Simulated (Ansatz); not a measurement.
The parent structure is Rh in the fcc (Cu type) structure (space group Fm-3m, No. 225; a = 3.755 Å; relaxed with 0.1 eV smearing). Axes: x, y, z lie along the cube axes.

The values are results of LDA, PAW, 420 eV (Ansatz, a program for electronic structure; no spin-orbit coupling), not measurements.

Before the change:

| Quantity | Value |
|---|---|
| Shortest interatomic distance | 265.5 pm |
| Pressure | 0.0 GPa |

It is then changed as follows: the cell is compressed by 2.00 % along z with no lateral relaxation; the atoms relax in the strained cell.

**Question.** Estimate the effect on the energy relative to the base.

**Answer.** The energy grows by 8.6 meV/atom.

**Question.** How does this affect the shortest interatomic distance?

**Answer.** The shortest interatomic distance shrinks by 2.6 pm to 262.9 pm.

**Question.** Predict the new pressure.

**Answer.** The pressure (mean of the normal stresses, compression positive) goes from zero to 6.8 GPa.

Stability against distortions was not tested. The final runs are not spin-polarised.
